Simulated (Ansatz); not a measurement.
We consider CsCl-type TiCo, described by PBE-D4 (plane waves, PAW; Ansatz, a program for electronic structure).

Run with plane-wave cutoff 520 eV, 18×18×18 k mesh, Fermi–Dirac smearing 0.05 eV, no spin polarisation, scalar-relativistic PAW data made under PBE.

Pressure at four volumes; x = ln(V/12.856 Å³). One pressure is withheld.

| V (Å³/atom) | x | P (GPa) |
|---|---|---|
| 12.084 | -0.0619 | ? |
| 12.342 | -0.0408 | 8.32 |
| 12.856 | 0.0000 | 0.00 |
| 13.627 | 0.0582 | -9.67 |

Task: Pass a parabola P(x) through the three rows shown, estimate the bulk modulus and its pressure derivative near zero pressure, and predict the withheld pressure.

Result: Slopes between the rows: (0.00 − (8.32))/(0.0000 − (-0.0408)) = -203.92 and (-9.67 − (0.00))/(0.0582 − (0.0000)) = -166.15 GPa. Their difference over the span 0.0990 is c = 37.77/0.0990 = 381.5 GPa, so P(x) = 8.32 + (-203.92)(x − (-0.0408)) + 381.5 (x − (-0.0408))(x − (0.0000)). At the middle row B = −dP/dx = −[-203.92 + 381.5 × 0.0408] = 188.4 GPa, and B′ = dB/dP = 2c/B = 4.0. At x = -0.0619 the parabola gives 13.12 GPa; the run gives 13.17 GPa. The Birch–Murnaghan fit to the energies at all volumes has B0 = 187 GPa and B′ = 4.1.

Measured, for comparison: bulk modulus 154 GPa (room temperature, no zero-point or thermal correction; as tabulated in Yamada et al. (2019), arXiv:1910.09660). Computed (rounded) less measured: bulk modulus +21 %.
